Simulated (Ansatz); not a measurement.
Start from Nb in the bcc (W type) structure (space group Im-3m, No. 229).

```xyz
1
Lattice="-1.6357 1.6357 1.6357 1.6357 -1.6357 1.6357 1.6357 1.6357 -1.6357" Properties=species:S:1:pos:R:3 pbc="T T T"
Nb     0.0000     0.0000     0.0000
```

All numbers come from DFT with PBEsol, PAW potentials and a 420 eV plane-wave cutoff in Ansatz (a quantum-chemistry and plane-wave program), no SOC.

Base values:

The volume per atom is 17.50 Å³.

It is then changed as follows: Cu takes the place of Nb on all its sites, then cell and atoms are relaxed.

Q: What does the calculation give for the volume per atom after the change?

A: The volume per atom shrinks by 6.14 Å³, from 17.50 Å³ to 11.36 Å³.

No phonon test of stability was made. As relaxed here, Cu is a hypothetical phase, not in the database extracts checked. All final runs are without spin polarisation.
